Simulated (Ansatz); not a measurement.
# Element substitutions in Os

The parent structure is Os in the hcp (Mg type) structure (space group P6_3/mmc, No. 194; a = 2.729 Å, c = 4.306 Å).

Each row replaces one element on all its sites; cell and atoms are relaxed.

Levels (all Ansatz, an electronic-structure program, PAW): PBEsol (420 eV, no spin-orbit coupling); r2SCAN (500 eV, spin-orbit coupling left out).

Pressures by level, all at the geometries relaxed with PBEsol:

| case | PBEsol | r2SCAN |
|---|---|---|
| base | 0.0 GPa | 3.8 GPa |
| Os → Ag | 0.0 GPa | 4.3 GPa |
| Os → Fe | 0.0 GPa | 1.6 GPa |

Single points use the geometry relaxed with PBEsol. Their cutoffs differ, which shifts pressures a little. Whether these cells are dynamically stable was not tested. For Fe in this form, whether it has been made was not checked. Seeded moments were not kept for Os → Fe. All final runs are without spin polarisation. This is not the structure that Ag has at room temperature and ambient pressure. This is not the structure that Fe has at room temperature and ambient pressure.
